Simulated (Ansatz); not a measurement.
The reference is AlAs in the wurtzite structure (space group P6_3mc, No. 186; a model cell, its experimental status unchecked).

```
AlAs
1.0
    4.00347     0.00000     0.00000
   -2.00174     3.46711     0.00000
    0.00000     0.00000     6.58076
Al As
2 2
Direct
  0.66667   0.33333   0.99984
  0.33333   0.66667   0.49984
  0.66667   0.33333   0.62536
  0.33333   0.66667   0.12536
```

Cartesian axes are those of the cell as printed.

All numbers come from PBEsol (Ansatz, a program for electronic structure, PAW, without spin-orbit coupling).

Perturbation: an isotropic linear strain of −1.50 %, atoms relaxed at fixed cell.

Q: Predict the stress tensor and what it implies for the stiffness.

A: Stress of the strained cell less that of the base (GPa, compression positive):
```
   3.58    0.00    0.00
   0.00    3.58    0.00
   0.00    0.00    3.65
```

Then B = −ΔP/(ΔV/V₀) with ΔV/V₀ = -0.0443 gives secant stiffness values (nonlinear terms included at this strain): B (at held cell shape, above the free-shape value) ≈ 81 GPa.

As a check, the harmonic strain energy −½ V₀ Δσ:ε is 12 meV/atom; the computed energy rise is 11 meV/atom.

Whether these cells are dynamically stable was not tested. This is not the structure that AlAs has at room temperature and ambient pressure.
